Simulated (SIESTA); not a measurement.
Worked example: self-consistent single point of Sr₂CdAu₃ (Cm, 6 atoms in the cell) in SIESTA.

Method of the run: LDA PW92, numerical atomic orbitals DZP, PseudoDojo LDA standard norm-conserving potentials (rewritten from UPF to PSML) run with SIESTA.

The change in words: lattice scaled by 0.98. Reference geometry:
```xyz
6
Lattice="5.6069 -2.4372 0.0000 5.6069 2.4372 0.0000 -5.1200 0.0000 5.7205" Properties=species:S:1:pos:R:3 pbc="T T T"
Sr     2.0072     0.0000     4.5788
Sr     4.0445     0.0000     1.1727
Cd    -1.2196     0.0000     3.4413
Au     7.4391     0.0000     2.2358
Au     5.2803     0.0000     4.5319
Au     0.7303     0.0000     1.2011
```

Reference input (self-consistent single point, DFT, LDA PW92, numerical atomic orbitals DZP, PseudoDojo LDA standard norm-conserving potentials (rewritten from UPF to PSML)): XC.functional = LDA; XC.authors = PW92; potentials = PseudoDojo LDA standard; PAO.BasisSize = DZP; PAO.EnergyShift = 0.01 Ry; MeshCutoff = 400 Ry; kgrid.MonkhorstPack = 4 4 3; OccupationFunction = MP; OccupationMPOrder = 0; ElectronicTemperature = 580.23 K; MaxSCFIterations = 150; SCF.Mixer.Method = Pulay. This run's input differs from it in these lines:

```diff
@@ -13,5 +13,5 @@
 %block LatticeVectors
-     5.606941000   -2.437177000    0.000000000
-     5.606941000    2.437177000    0.000000000
-    -5.120010000    0.000000000    5.720549000
+     5.494802000   -2.388433000    0.000000000
+     5.494802000    2.388433000    0.000000000
+    -5.017610000    0.000000000    5.606138000
 %endblock LatticeVectors
@@ -19,8 +19,8 @@
 %block AtomicCoordinatesAndAtomicSpecies
-     2.007239651   -0.000000000    4.578841831  1
-     4.044467187   -0.000000000    1.172655340  1
-    -1.219610192    0.000000000    3.441253456  2
-     7.439077576    0.000000000    2.235819371  3
-     5.280279553    0.000000000    4.531933329  3
-     0.730325564    0.000000000    1.201086468  3
+     1.967094502    0.000000000    4.487264978  1
+     3.963577639   -0.000000000    1.149202229  1
+    -1.195218168   -0.000000000    3.372428375  2
+     7.290295643   -0.000000000    2.191102976  3
+     5.174673504   -0.000000000    4.441294646  3
+     0.715718952   -0.000000000    1.177064734  3
 %endblock AtomicCoordinatesAndAtomicSpecies
```

Log, with long lists cut:

```
        iscf     Eharris(eV)        E_KS(eV)     FreeEng(eV)     dDmax    Ef(eV) dHmax(eV)
   scf:    1   -18549.377418   -18639.032237   -18639.039568  2.355304 -1.574756 22.821069
   scf:    2   -18680.160496   -18662.065327   -18662.069039  0.722436 -2.156968 13.259015
   scf:    3   -18679.401211   -18672.918313   -18672.922724  0.518979 -2.594557  5.169340
   scf:    4   -18674.284332   -18674.003172   -18674.006986  0.203889 -2.798559  1.507789
   scf:    5   -18674.231998   -18674.145426   -18674.148475  0.070353 -2.783066  0.791533
   [... 6 lines left out ...]
   scf:   12   -18674.173476   -18674.173472   -18674.176933  0.000830 -2.775003  0.005493
   scf:   13   -18674.173467   -18674.173470   -18674.176934  0.000208 -2.775840  0.001923
   scf:   14   -18674.173472   -18674.173471   -18674.176934  0.000103 -2.775815  0.000188
   scf:   15   -18674.173470   -18674.173471   -18674.176934  0.000009 -2.775833  0.000134
SCF Convergence by DM+H criterion
max |DM_out - DM_in|         :     0.0000086912
max |H_out - H_in|      (eV) :     0.0001344676
SCF cycle converged after 15 iterations

Using DM_out to compute the final energy and forces

siesta: E_KS(eV) =           -18674.1735

siesta: E_KS - E_eggbox =    -18674.1735

siesta: Atomic forces (eV/Ang):
     1    0.023481    0.000000   -0.065365
     2   -0.003977   -0.000000   -0.020735
     3   -0.013906    0.000000   -0.062875
     4   -0.247764    0.000000    0.195606
     5    0.303184   -0.000000   -0.241394
     6   -0.066899   -0.000000    0.198235
   Tot   -0.005881    0.000000    0.003474
   Max    0.303184
   Res    0.129750    sqrt( Sum f_i^2 / 3N )
   Max    0.303184    constrained

   [... lines left out ...]
siesta: FreeEng =    -18674.176934
   [... lines left out ...]
siesta:     0.000175    0.000000    0.010880
siesta:     0.000000    0.029169    0.000000
siesta:     0.010880    0.000000    0.012360

siesta: Cell volume =        147.149534 Ang**3

siesta: Pressure (static):
siesta:                Solid            Molecule  Units
siesta:          -0.00015140         -0.00012254  Ry/Bohr**3
siesta:          -0.01390132         -0.01125151  eV/Ang**3
siesta:         -22.27237190        -18.02690443  kBar
```

The run converged in 15 iterations. Against the reference run the free energy goes down by 41.6 meV/atom, the pressure goes from -6.18 to -2.23 GPa and the largest force goes from 0.317 to 0.388 eV/Å.

The starting cell comes from a database of computed structures (which also holds hypothetical and non-ambient phases and stackings), without a prior relaxation at this level. Its lattice was rescaled by a random factor within 2.5 % of one. For this run, on top of that: lattice scaled by 0.98. Values carry the incompleteness of an atom-centred basis.
